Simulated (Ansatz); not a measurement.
**beta Si3N4: the defect Ru interstitial**

Computed with PBE, PAW (plane waves to 420 eV; Ansatz, a quantum-chemistry and plane-wave program). Cell: 84 sites, 1×1×3; final energies on a 2×2×2 shifted mesh. Site at the start: void with 6N6Si nearest. Finite-size correction: monopole term and site-potential alignment. Dielectric constants: PBE linear response of the host. Host gap at this level: 4.25 eV. A cell of this size leaves errors of a few tenths of an eV. Levels are measured in PBE's own, too narrow, gap. Spin–orbit coupling is left out. Each state is the lowest found from its start.

Formation energies E_f are given with the Fermi level at the valence-band maximum. Chemical conditions: Si-rich (Δμ(Ru) = -1.27 eV, bounded by RuSi (P2_13); only phases computed here count, gases as isolated molecules at 0 K). Reference phases: Ru: hcp Ru.

The name describes the start; the neighbours show where the added atom ended.

| charge | moment (μB) | largest move off a lattice site (Å) | neighbours of the added atom at the end (Å) | image correction with alignment (eV) | E_f, Si-rich (eV) | above the lowest spin state (eV) |
|---|---|---|---|---|---|---|
| +2 | 0.0 | 0.21 | N 2.33, N 2.33, N 2.33, N 2.33, N 2.34, N 2.34 | 1.68 | 3.75 | 0.00 |
| +2 | not spin-polarised | 0.21 | N 2.33, N 2.33, N 2.33, N 2.33, N 2.34, N 2.34 | 1.68 | 3.75 | 0.00 |
| +1 | 1.0 | 0.21 | N 2.33, N 2.33, N 2.35, N 2.35, N 2.61, N 2.61 | 0.63 | 4.81 | 0.00 |
| +1 | 3.0 | 0.04 | N 2.49, N 2.49, N 2.50, N 2.50, N 2.51, N 2.51 | 0.64 | 5.03 | 0.22 |
| 0 | 2.0 | 0.06 | N 2.53, N 2.54, N 2.54, N 2.54, N 2.54, N 2.54 | 0.00 | 6.81 | 0.00 |
| 0 | not spin-polarised | 0.33 | N 2.31, N 2.31, N 2.34, N 2.34 | 0.00 | 7.25 | 0.44 |
| −1 | 1.0 | 0.47 | N 2.21, Si 2.30, N 2.39, Si 2.41, Si 2.41, N 2.43, Si 2.75 | -0.24 | 10.04 | 0.00 |

Starting moments that weren't kept: charge +2 began with 4 μB and ended with 0.0.

Transition levels above the valence-band maximum: ε(+2/+1) = 1.06 eV; ε(+1/0) = 2.00 eV; ε(0/−1) = 3.23 eV. On the lower envelope of the bound states, inside the gap: (+2/+1) at 1.06 eV; (+1/0) at 2.00 eV; (0/−1) at 3.23 eV.

Flagged in the runs: a host whose relaxation on this sampling wasn't shown to rest, a strain field that reaches the edge of the cell.
